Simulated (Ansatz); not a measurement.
We consider rock-salt LuN, described by PBEsol+SOC in Ansatz (PAW).

Input file:

Ansatz 0.2 input:
```yaml
crystal:
  lattice:
    - [0.0, 2.38, 2.38]
    - [2.38, 0.0, 2.38]
    - [2.38, 2.38, 0.0]
  atoms:
    - { symbol: Lu, position: [0.0, 0.0, 0.0] }
    - { symbol: N, position: [0.5, 0.5, 0.5] }
basis:
  ecutwfc: 520
  ecutrho_ratio: 4
  xc_grid: 2
kpoints:
  mp_grid: { grid: [20, 20, 20] }
hamiltonian:
  xc: pbesol
  dispersion: none
  pseudopotentials: { kind: paw }
scf:
  occupations: { method: fermi_dirac, width: 0.05 }
  convergence: { dr2_threshold: 0.0000000002 }
output:
  forces: true
  stress: true
  eigenvalues: true
magnetization:
  noncollinear: true
  spin_orbit: true
```

Question: How many irreducible k-points, plane waves at Γ does the program set up, and what pressure does the run end with?

Answer: 256 irreducible k-points, 725 plane waves at Γ; P = -6.89 GPa, so the cell is stretched on average and its volume would shrink at this level.

From the output:

```
Crystal: 2 atoms, lattice volume = 26.963 Å³
Basis set: ecut = 520 eV, 725 PW (Γ), exchange–correlation on 54×54×54 points (8 copies of the dense FFT grid, shifted against one another)
Bands: 38, of which v1, the nominal top of the filled ones, is band 30 counted from 1 (29 counted from 0)
Symmetry: 48 space group operations + 48 with time reversal
k-points: 256 of 8000
Initial density: superposition of atomic densities (chi_scale 0.1, normalization cell, long waves kept (reshape's long-wave potential 0.00 eV rms))
Functional: x = pbesol(κ = 0.804, μ = 0.12345679012345678), c = pbesol(β = 0.046)
spin=Noncollinear: Kerker preconditioning applied to the charge; magnetization (m_x, m_y, m_z) channels mix plain (no charge-response kernel on spin).
SCF 1 converged in 12 iterations: F = -15010.580226 eV  dr2 = 1.04e-11
SCF converged after 12 iterations
Free energy (F): -15010.580226 eV
Internal energy: -15010.579709 eV  (E = F + TS)
E sigma→0 (E₀):  -15010.579967 eV
Fermi energy:    16.583035 eV
--- Stress (GPa, compression-positive) ---
       -6.887049      -0.000000      -0.000000
        0.000000      -6.887049       0.000000
        0.000000      -0.000000      -6.887049
  P = ⅓ Tr σ = -6.8870 GPa (-68.870 kbar)
```

The PAW data were made under PBE.

Note: cell and atoms aren't relaxed at this level (pressure -6.9 GPa).

Computing time: roughly 70 core-seconds.

Ansatz is a first-principles code.
